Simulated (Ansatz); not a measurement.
Given:

```xyz
4
Lattice="3.0679 0.0000 0.0000 -1.5339 2.6568 0.0000 0.0000 0.0000 5.0341" Properties=species:S:1:pos:R:3 pbc="T T T"
Si     1.5339     0.8856     0.0025
Si     0.0000     1.7712     2.5196
C      1.5339     0.8856     3.1448
C      0.0000     1.7712     0.6277
```

No spin polarisation.

The values are results of PBEsol (Ansatz, a first-principles code), without spin-orbit coupling, not measurements. Settings: 12×12×7 k-points, 0.05 eV Fermi–Dirac smearing.

Predict the band gap, gap character, electron mass and smallest direct gap.

The band gap is 2.11 eV, the gap character is indirect, Γ → K and the electron mass is 0.26 mₑ along c, 0.43 mₑ across (at K). The smallest direct gap is 3.87 eV.

Load acts through the strain it causes; cell and atoms are relaxed under it. Effective masses come from finite differences of ±0.01 Å⁻¹. Stability against distortions was not tested. The cell was made from SiC in the wurtzite structure (space group P6_3mc, No. 186) by this change: pressure 1.8 GPa.
